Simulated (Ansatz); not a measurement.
The parent structure is SnO2 in the rutile structure (space group P4_2/mnm, No. 136).

```
CELL_PARAMETERS angstrom
      4.82756     0.00000     0.00000
      0.00000     4.82756     0.00000
      0.00000     0.00000     3.23791
ATOMIC_POSITIONS crystal
  Sn 0.00000 0.00000 0.00000
  Sn 0.50000 0.50000 0.50000
  O  0.30660 0.30660 0.00000
  O  0.80660 0.19340 0.50000
  O  0.19340 0.80660 0.50000
  O  0.69340 0.69340 0.00000
```

Method: plane-wave PAW DFT at the PBE level (Ansatz, a program for electronic structure, 420 eV), no spin-orbit coupling, earlier PAW set.

One change was made to it. Results:

The band gap shrinks by 0.056 eV to 0.63 eV; the lattice parameter a increases by 0.012 Å, from 4.828 Å to 4.840 Å; the electron mass goes from 0.16 mₑ along c, 0.17 mₑ across (at Γ) to 0.15 mₑ along c, 0.17 mₑ across (at Γ).

### Question
What was done to the base?
(A) pressure 1.8 GPa
(B) pressure −1 GPa
(C) pressure 30 GPa
(D) pressure 18 GPa
(E) pressure −2 GPa

### Answer
B, pressure −1 GPa. For comparison, the band gap in the other runs: pressure 1.8 GPa gives 0.78 eV; pressure 30 GPa gives 2.09 eV; pressure −2 GPa gives 0.57 eV; pressure 18 GPa gives 1.58 eV.

Load acts through the strain it causes; cell and atoms are relaxed under it. Masses are band curvatures over ±0.01 Å⁻¹ around the edge. Stability against distortions was not tested. No other phases were tried under pressure.
